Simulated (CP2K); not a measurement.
Band structure of BiPbO₂F (Cm, 5 atoms in the cell).

```
BiPbO2F
1.0
    4.00056     0.00000     0.00000
    1.99228     3.46919     0.00000
   -0.09618    -0.05568     6.51067
Bi Pb O F
1 1 2 1
Direct
  0.70179   0.70179   0.29196
  0.37806   0.37806   0.74499
  0.37059   0.37059   0.38147
  0.70794   0.70794   0.63236
  0.03334   0.03334   0.09852
```

Computed with PBEsol, GPW, DZVP-MOLOPT-SR-GTH basis, GTH-PBE potentials (GTH_POTENTIALS) (CP2K).

Settings: CUTOFF = 550 Ry; REL_CUTOFF = 50 Ry; SMEAR/METHOD = FERMI_DIRAC; ELECTRONIC_TEMPERATURE = 580.23 K; KPOINTS/SCHEME = MONKHORST-PACK 6 6 3; GAMMA_CENTERED = T; XC_FUNCTIONAL = PBE:PBESOL; Bi/BASIS_SET = DZVP-MOLOPT-SR-GTH-q5; Bi/POTENTIAL = GTH-PBE-q5; Pb/BASIS_SET = DZVP-MOLOPT-SR-GTH-q4; Pb/POTENTIAL = GTH-PBE-q4; O/BASIS_SET = DZVP-MOLOPT-SR-GTH-q6; O/POTENTIAL = GTH-PBE-q6; F/BASIS_SET = DZVP-MOLOPT-SR-GTH-q7.

The starting cell comes from a database of computed structures (which also holds hypothetical and non-ambient phases and stackings), without a prior relaxation at this level. Spin-orbit coupling is off. Values carry the incompleteness of an atom-centred basis. The potentials were made for another functional than the one used.

Problem. Predict the gap along the standard path and the places of the band edges.

Solution. The gap along the path is 1.90 eV, from Γ to L; the smallest direct gap on it is 2.21 eV. Another conduction valley lies within 0.1 eV, so the order of the valleys is not sure.

Levels in eV from the top of the valence band on the SCF mesh, bands 11 to 15:
| point | 11 | 12 | 13 | 14 | 15 |
|---|---|---|---|---|---|
| Γ | -2.84 | -1.62 | -1.60 | 0.00 | 3.36 |
| Y | -1.82 | -1.55 | -1.28 | -0.20 | 3.29 |
| F | -2.09 | -1.64 | -0.87 | -0.54 | 2.74 |
| L | -1.68 | -1.63 | -0.79 | -0.31 | 1.90 |
| Z | -2.37 | -1.64 | -1.61 | -0.45 | 2.79 |

Higher empty bands are left out: an atom-centred basis made for the valence describes them poorly.
